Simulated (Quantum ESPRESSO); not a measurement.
Input and output of a self-consistent single point for GaTc (P-6m2, 2 atoms in the cell) (Quantum ESPRESSO).

Level of theory: PBEsol, spin-orbit coupling, PseudoDojo fully relativistic norm-conserving (PBESOL) pseudopotentials (plane waves; Quantum ESPRESSO).

```
GaTc
1.0
    2.83371     0.00000     0.00000
   -1.41686     2.45407     0.00000
    0.00000     0.00000     4.04042
Ga Tc
1 1
Direct
  0.66667   0.33333   0.50000
  0.33333   0.66667   0.00000
```

Reference input (self-consistent single point, DFT, PBEsol, plane waves, PseudoDojo standard norm-conserving (PBESOL) pseudopotentials): ecutwfc = 85 Ry; occupations = smearing; smearing = fermi-dirac; degauss = 0.0099958 Ry; potentials = {Ga: Ga.upf, Tc: Tc.upf}; K_POINTS = automatic 11 11 7 0 0 0; conv_thr = 1e-11 Ry. This run's input differs from it in these lines:

```diff
@@ -17,2 +17,4 @@
   degauss = 0.0099958,
+  noncolin = .true.,
+  lspinorb = .true.,
 /
```

Its files differ too (potentials: PseudoDojo fully relativistic norm-conserving (PBESOL)).

Output, abridged:

```
     Self-consistent Calculation

     iteration #  1     ecut=    85.00 Ry     beta= 0.70

---- Real-time Memory Report at c_bands before calling an iterative solver
           242 MiB given to the printing process from OS
           210 MiB allocation reported by mallinfo(arena+hblkhd)
------------------

     Threshold (ethr) on eigenvalues was too large:
     Diagonalizing with lowered threshold

---- Real-time Memory Report at c_bands before calling an iterative solver
           254 MiB given to the printing process from OS
           213 MiB allocation reported by mallinfo(arena+hblkhd)
------------------

   [... lines left out ...]

---- Real-time Memory Report at c_bands before calling an iterative solver
           283 MiB given to the printing process from OS
           252 MiB allocation reported by mallinfo(arena+hblkhd)
------------------

     total energy              =    -322.32688262 Ry
     estimated scf accuracy    <          1.5E-11 Ry

     iteration # 10     ecut=    85.00 Ry     beta= 0.70

---- Real-time Memory Report at c_bands before calling an iterative solver
           286 MiB given to the printing process from OS
           254 MiB allocation reported by mallinfo(arena+hblkhd)
------------------
     End of self-consistent calculation

     the Fermi energy is    18.9974 ev

!    total energy              =    -322.32688262 Ry
     estimated scf accuracy    <          1.4E-13 Ry
     smearing contrib. (-TS)   =      -0.00736099 Ry
     internal energy E=F+TS    =    -322.31952162 Ry

     convergence has been achieved in  10 iterations

     Forces acting on atoms (cartesian axes, Ry/au):

     atom    1 type  1   force =     0.00000000    0.00000000    0.00000000
     atom    2 type  2   force =     0.00000000    0.00000000    0.00000000

     Total force =     0.000000     Total SCF correction =     0.000000

          total   stress  (Ry/bohr**3)                   (kbar)     P=       39.58
   0.00019356   0.00000000  -0.00000000           28.47        0.00       -0.00
   0.00000000   0.00019356  -0.00000000            0.00       28.47       -0.00
   0.00000000   0.00000000   0.00041997            0.00        0.00       61.78

   JOB DONE.
```

The run converged in 10 iterations. Against the reference run the pressure goes from 3.69 to 3.96 GPa.

The starting cell comes from a database of computed structures (which also holds hypothetical and non-ambient phases and stackings), without a prior relaxation at this level. Its lattice was rescaled by a random factor within 2.5 % of one. With a pressure of about 4 GPa the cell is away from its equilibrium volume at this level.

Cost on one core of a shared machine: roughly 3 min.
